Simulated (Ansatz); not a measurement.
A computed series for MoS2: response to strain

The reference is MoS2 in the 2H-MoS2 type structure (space group P6_3/mmc, No. 194; layered, stacked along the Cartesian z axis).

```xyz
6
Lattice="3.1730 0.0000 0.0000 -1.5865 2.7479 0.0000 0.0000 0.0000 12.4366" Properties=species:S:1:pos:R:3 pbc="T T T"
Mo     0.0000     1.8319     3.1091
Mo     1.5865     0.9160     9.3274
S      0.0000     1.8319     7.7717
S      1.5865     0.9160     1.5534
S      1.5865     0.9160     4.6649
S      0.0000     1.8319    10.8832
```

Cartesian axes are those of the cell as printed.

Strains are applied to the cell and any free atomic positions relax; under biaxial strain the out-of-plane vector relaxes too.

Calculations: r2SCAN+rVV10 in Ansatz (plane waves to 500 eV, PAW, no spin-orbit coupling).

Notes on the quantities. pressure: mean of the normal stresses, compression positive.

```csv
case,band gap,hole mass,pressure,volume per atom,space group
base,1.01 eV,"0.87 mₑ along c, 0.69 mₑ across (at Γ)",0.00 GPa,18.07 Å³,P6_3/mmc (No. 194)
"biaxial strain −4.47 %, plane normal [001], relaxed out of plane",1.25 eV,"0.67 mₑ out of plane, 1.4 mₑ in plane (at Γ)",10.06 GPa,16.83 Å³,P6_3/mmc (No. 194)
"biaxial strain −3.15 %, plane normal [001], relaxed out of plane",1.17 eV,"0.71 mₑ out of plane, 1.1 mₑ in plane (at Γ)",6.77 GPa,17.19 Å³,P6_3/mmc (No. 194)
"biaxial strain +2.00 %, plane normal [001], relaxed out of plane",0.66 eV,"1.0 mₑ out of plane, 0.56 mₑ in plane (at Γ)",-3.59 GPa,18.65 Å³,P6_3/mmc (No. 194)
tensor shear ε_yz = −3.97 %,1.01 eV,"0.66 mₑ along x, 0.72 mₑ along y, 0.86 mₑ along z (at Γ)",0.22 GPa,18.04 Å³,C2/m (No. 12)
tensor shear ε_yz = −3.82 %,1.01 eV,"0.66 mₑ along x, 0.72 mₑ along y, 0.86 mₑ along z (at Γ)",0.22 GPa,18.05 Å³,C2/m (No. 12)
```

Effective masses come from finite differences of ±0.01 Å⁻¹. Whether these cells are dynamically stable was not tested. Under tensor shear ε_yz = −3.97 % and tensor shear ε_yz = −3.82 % atoms moved by over 0.3 Å (layers or molecules slid or turned), so the response is not a plain elastic one.

Ansatz is a quantum-chemistry and plane-wave program.
